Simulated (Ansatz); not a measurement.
Results of Hartree–Fock (plane waves, PAW; Ansatz, an electronic-structure program) for cubic perovskite KNiF₃.

The input as run:

Ansatz 0.2 input:
```yaml
crystal:
  lattice:
    - [4.013, 0.0, 0.0]
    - [0.0, 4.013, 0.0]
    - [0.0, 0.0, 4.013]
  atoms:
    - { symbol: K, position: [0.0, 0.0, 0.0], spin: 0.0 }
    - { symbol: Ni, position: [0.5, 0.5, 0.5], spin: 2.0 }
    - { symbol: F, position: [0.5, 0.0, 0.5], spin: 0.0 }
    - { symbol: F, position: [0.0, 0.5, 0.5], spin: 0.0 }
    - { symbol: F, position: [0.5, 0.5, 0.0], spin: 0.0 }
basis:
  ecutwfc: 460
  ecutrho_ratio: 4
  xc_grid: 2
kpoints:
  mp_grid: { grid: [6, 6, 6] }
hamiltonian:
  xc: hf
  dispersion: none
  pseudopotentials: { kind: paw }
scf:
  occupations: { method: fermi_dirac, width: 0.01 }
  convergence: { dr2_threshold: 0.0000000005 }
output:
  forces: true
  stress: true
  eigenvalues: true
magnetization:
  spin_polarized: true
```

From the output:

```
WARN output.stress: scf.exx.energy_threshold = 1e-6 eV is looser than the 5e-8 eV advised for a stress under a hybrid functional (1e-8 eV for each atom of the …
Crystal: 5 atoms, lattice volume = 64.626 Å³
Basis set: ecut = 460 eV, 1419 PW (Γ), exchange–correlation on 60×60×60 points (8 copies of the dense FFT grid, shifted against one another)
Bands: 30, of which v1, the nominal top of the filled ones, is band 24 counted from 1 (23 counted from 0)
Symmetry: 48 space group operations
Space group: Pm-3m (ITA 221), of the structure as read, at distance tolerance 4.0e-5 Å
k-points: 20 of 216
Initial density: superposition of atomic densities (chi_scale 0.1, normalization cell, long waves kept (reshape's long-wave potential 0.00 eV rms))
Functional: x = pbe(κ = 0.804, μ = 0.2195149727645171), c = none, warm-up for x = 0 pbe(κ = 0.804, μ = 0.2195149727645171) + 1 exact, c = none
spin=Collinear: Kerker preconditioning applied to the charge; magnetization (m = ρ↑ − ρ↓) channel mixes plain (no charge-response kernel on spin).
Crystal: 5 atoms, lattice volume = 64.626 Å³
Initial density: handed on by an earlier stage of this run
Functional: x = 0 pbe(κ = 0.804, μ = 0.2195149727645171) + 1 exact, c = none
Crystal: 5 atoms, lattice volume = 64.626 Å³
Crystal: 5 atoms, lattice volume = 64.626 Å³
Crystal: 5 atoms, lattice volume = 64.626 Å³
SCF 5 converged in 6 iterations: F = -9730.182798 eV  dr2 = 3.38e-10
Magnetization: 2.0000 μB (25.0000 up, 23.0000 down)
Free energy (F): -9730.182798 eV
Internal energy: -9730.182798 eV  (E = F + TS)
E sigma→0 (E₀):  -9730.182798 eV
Fermi energy:    6.778548 eV
--- Forces (eV/Å), atoms counted from 1 ---
  atom   1  K      0.00000000     0.00000000    -0.00000000
  atom   2  Ni    -0.00000000     0.00000000     0.00000000
  atom   3  F      0.00000000    -0.00000000     0.00000000
  atom   4  F      0.00000000    -0.00000000     0.00000000
  atom   5  F      0.00000000     0.00000000     0.00000000
--- Stress (GPa, compression-positive) ---
        4.274309       0.000000       0.000000
       -0.000000       4.274309      -0.000000
        0.000000       0.000000       4.274309
  P = ⅓ Tr σ = 4.2743 GPa (42.743 kbar)
```

The PAW data were made under PBE.

The run is spin-polarised with parallel starting moments, which need not be the measured order.

Note: the magnetic order was assumed, not searched for or taken from measurement. Note: cell and atoms aren't relaxed at this level (pressure 4.3 GPa).
